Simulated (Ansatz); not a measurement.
1T (CdI2-type) PtTe2 was calculated with PBE-D3(BJ) (Ansatz, an electronic-structure program, PAW).

Settings: plane-wave cutoff 520 eV, 18×18×12 k mesh (along the axes of the cell as run), Fermi–Dirac smearing 0.05 eV, scalar-relativistic PAW data made under PBE.

Response to compression and expansion:

Shape and atoms are relaxed at each volume.

```tsv
V (Å³/atom)	P (GPa)	c (Å)	a (Å)
23.195	3.20	4.963	4.023
23.679	1.46	5.028	4.039
24.162	-0.01	5.093	4.054
24.645	-1.24	5.163	4.066
25.128	-2.22	5.236	4.077
```

Note: the bulk modulus comes from volumes at which shape and atoms were relaxed.
